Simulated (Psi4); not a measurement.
Psi4 1.11, B3LYP/def2-svp: Zn(Br)2 ([Br][Zn][Br]), 3 atoms. The geometry is a generated start, not checked to be a minimum at this level.

```json
{
  "task": "energy",
  "method": "b3lyp",
  "basis": "def2-svp",
  "memory": "3 GB",
  "maxiter": "100",
  "keys_of_the_molecule_block": "symmetry c1",
  "scf_type": "df (default)",
  "e_convergence": "1e-06 (default)",
  "d_convergence": "1e-06 (default)",
  "dft_radial_points": "75 (default)",
  "dft_spherical_points": "302 (default)",
  "basis_functions": "95",
  "grid_points": "64423"
}
```

```xyz
3

Zn     0.0411     0.0029    -0.0036
Br    -0.2136     1.7819    -1.4035
Br     0.1725    -1.7848     1.4071
```

Charge 0 and multiplicity 1 are set for this test and not shown to be the ground state.

With the defaults (diis = true, scf_initial_accelerator = adiis, damping_percentage = 0, level_shift = 0, level_shift_cutoff = 0.01, diis_max_vecs = 10, guess = auto, which took SAD) it converges in 11 SCF iterations. One run each on 2 threads, with these changes:
- guess = huckel
- diis = false, scf_initial_accelerator = none, damping_percentage = 60
- diis_max_vecs = 6
- scf_initial_accelerator = ediis
- guess = core
- diis_max_vecs = 20
- diis_max_vecs = 3
- level_shift = 0.5, level_shift_cutoff = 0.001
- damping_percentage = 60

Q: Which runs fail or end elsewhere than the default run?

A: No convergence: diis = false, scf_initial_accelerator = none, damping_percentage = 60 (the run ends without SCF convergence in 100 iterations). The rest reach the solution of the defaults.

```tsv
setting	SCF iterations	end
guess = huckel	9	same solution
the defaults	11	same solution
level_shift = 0.5, level_shift_cutoff = 0.001	11	same solution
diis_max_vecs = 20	11	same solution
diis_max_vecs = 6	11	same solution
scf_initial_accelerator = ediis	11	same solution
diis_max_vecs = 3	17	same solution
guess = core	17	same solution
damping_percentage = 60	77	same solution
diis = false, scf_initial_accelerator = none, damping_percentage = 60	100	no convergence
```
